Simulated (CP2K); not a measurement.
LDA against PBE in CP2K: the gap on the mesh of tetrahedral semiconductors

Single points in CP2K on the same cell and mesh at two levels: PBE (GPW, DZVP-MOLOPT-SR-GTH basis, GTH-PBE potentials (GTH_POTENTIALS)) and LDA (GPW, DZVP-MOLOPT-SR-GTH basis, GTH-PADE potentials (GTH_POTENTIALS)). No measured value is used, so the table compares levels and does not rank them. The number in brackets is the space group.

Here x stands for gap on the mesh, PBE and y for gap on the mesh, LDA.

| crystal | gap on the mesh, PBE (eV) | gap on the mesh, LDA (eV) | cell as run (Å³/atom) | k mesh | cutoffs |
|---|---|---|---|---|---|
| CdSe (216) | 0.496 | 0.210 | 29.66 | 6×6×6 | grid 6803 eV |
| CdTe (216) | 0.855 | ? | 34.01 | 5×5×5 | grid 6803 eV |
| GaN (216) | 1.292 | 1.266 | 12.20 | 6×6×6 | grid 8163 eV |
| ZnS (216) | 2.076 | 1.807 | 19.79 | 7×7×7 | grid 8163 eV |
| SiC (186) | 2.345 | 2.255 | 9.80 | 13×13×7 | grid 5442 eV |
| AlN (186) | 4.110 | 4.098 | 10.70 | 12×12×7 | grid 5442 eV |

Fit y of the 5 rows that show it with a straight line. With u = x - 2.1, the rows have u = -1.6040, -0.8080, -0.0240, 0.2450, 2.0100. Means: u -0.036200, y 1.9272. About the means, the sum of products is 7.7351 and the sum of squares of u is 7.3198; the slope is their ratio. Least squares gives y = 1.9655 + 1.05674·u. Residuals (row less fit): -0.0605, 0.1543, -0.1331, 0.0306, 0.0085; standard error 0.1241 (degrees of freedom: 3). Full agreement would be y = x; this line has slope 1.057 and stands -0.135 eV from it at x = 2.100.

Task: Estimate the missing y (x = 0.855); what did the run itself give?

Result: u = -1.2450, so y = 1.9655 + 1.05674 × (-1.2450) = 0.650 eV. The calculation gives 0.625 eV, 0.025 eV below the prediction (0.6 % of the range of y in the table). The row lies between fitted rows. From the scatter of the fitted rows alone, a prediction at this place has a standard error of 0.1468 eV, so the miss is 0.2 times that.

Copying x would have missed this row by 0.230. The cells are not relaxed at this level: typed lattice constants and structures from a database of calculations, some with the lattice rescaled by up to 2.5 %. Spin-orbit coupling is off, which matters for the heavier members. Gaps are read on the mesh, which need not hold the band edges; crystals whose gap falls under 0.15 eV in either column are left out. CP2K: values carry the incompleteness of an atom-centred basis. The rows, and the inner row withheld, were drawn at random from non-magnetic crystals of this class with sound runs on fine meshes; tables whose line scatters by over 5 % of the range, or whose columns agree throughout, aren't shown.
